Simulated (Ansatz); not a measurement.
The structure below was relaxed with PBEsol (Ansatz, a quantum-chemistry and plane-wave program, PAW, scalar-relativistic without spin-orbit coupling), at pressure −1 GPa.

```xyz
2
Lattice="3.4886 0.0000 0.0000 -1.7443 3.0212 0.0000 0.0000 0.0000 5.5771" Properties=species:S:1:pos:R:3 pbc="T T T"
Tl     1.7443     1.0071     4.1828
Tl     0.0000     2.0141     1.3943
```

Task: Find the space group and the Wyckoff positions.

Result: Space group P6₃/mmc (No. 194); a = b = 3.489 Å, c = 5.577 Å, α = β = 90.00°, γ = 120.00°

```json
[
 {"atom": "Tl", "site": "2c", "symmetry": "-6m2", "x": "0.3333", "y": "0.6667", "z": "0.2500"}
]
```

Task: Describe the coordination.

Result: The crystal has 2 atoms in its conventional cell. Lattice parameters: a = b = 3.4886 Å, c = 5.5771 Å, α = β = 90.00°, γ = 120.00°. Tl has 12 Tl at 3.440–3.489 Å (anticuboctahedral). (Neighbours: up to the widest gap in distance over summed covalent radii, below 1.35, at either atom.)

Load acts through the strain it causes; cell and atoms are relaxed under it. Stability against distortions was not tested. The cell was made from Tl in the hcp (Mg type) structure (space group P6_3/mmc, No. 194) by this change: pressure −1 GPa.
